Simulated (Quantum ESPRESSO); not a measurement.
Quantum ESPRESSO 7.5, DFT, PBE, plane waves, PseudoDojo 0.5 standard norm-conserving PBE (local tails restored to the Coulomb form): diamond-structure Si with 2 P on Si sites, atoms displaced (Si14P2), unrelaxed at the host's lattice constant, 16 atoms. Basis and mesh were picked for this test and aren't claimed converged.

```json
{
  "cell": "7.68, 7.68, 7.68 Å; 60, 60, 60°",
  "distance_to_the_nearest_atom": "2.29 to 2.35 Å",
  "task": "scf",
  "k mesh": "3×3×3",
  "ecutwfc": "44 Ry",
  "ecutrho": "176 Ry",
  "occupations": "smearing",
  "smearing": "gaussian",
  "degauss": "0.005 Ry",
  "conv_thr": "1.6e-08 Ry",
  "tprnfor": "true",
  "tstress": "false",
  "k-point pools (-nk)": "8",
  "diagonalization": "david (default)",
  "k-points computed": "14",
  "bands": "40",
  "electrons": "66",
  "G-vectors of the density": "85275",
  "FFT grid": "64×64×64"
}
```

Settings of this run: mixing_mode = TF, mixing_beta = 0.1, mixing_ndim = 8; 8 ranks.

| SCF iteration | band solver's avg # of iterations (first pass) | estimated scf accuracy (Ry) |
|---|---|---|
| 1 | 3.7 | 0.44143215 |
| 2 | 1.1 | 0.39278590 |
| 3 | 2.0 | 0.02867222 |
| 4 | 12.5 | 0.00823600 |
| 5 | 3.7 | 0.00640646 |
| 6 | 2.0 | 0.00020776 |
| 7 | 13.2 | 0.00023826 |
| 8 | 1.5 | 0.00025295 |
| 9 | 1.6 | 0.00007048 |
| 10 | 2.0 | 0.00001612 |
| 11 | 2.0 | 0.00001639 |
| 12 | 1.4 | 0.00000738 |
| 13 | 2.0 | 0.00000684 |
| 14 | 1.0 | 0.00000573 |
| 15 | 1.0 | 0.00000444 |
| 16 | 1.9 | 0.00000127 |
| 17 | 3.9 | 0.00000092 |
| 18 | 1.1 | 0.00000081 |
| 19 | 1.0 | 0.00000062 |
| 20 | 1.9 | 0.00000088 |
| 21 | 1.4 | 0.00000079 |
| 22 | 3.4 | 0.00000300 |
| 23 | 2.1 | 0.00000084 |
| 24 | 2.0 | 0.00000017 |
| 25 | 3.7 | 0.00000011 |
| 26 | 2.0 | 0.00000002 |
| 27 | 3.0 | 2.7E-09 |

It converged after 27 SCF iterations.

**Question.** The cycle is slow. Which setting should be changed?

**Answer.** One answer among several that fit: mixing_beta = 1 (8 SCF iterations) or mixing_beta = 0.7 (9 SCF iterations), all else kept. The other changes of this size gave: mixing_beta = 0.4 (12); mixing_beta = 0.2 (16); mixing_mode = local-TF (16); mixing_mode = plain (19). The first change moves the result by: energy equal as printed, forces (largest component) 0.17 meV/Å. Counts are of single runs.
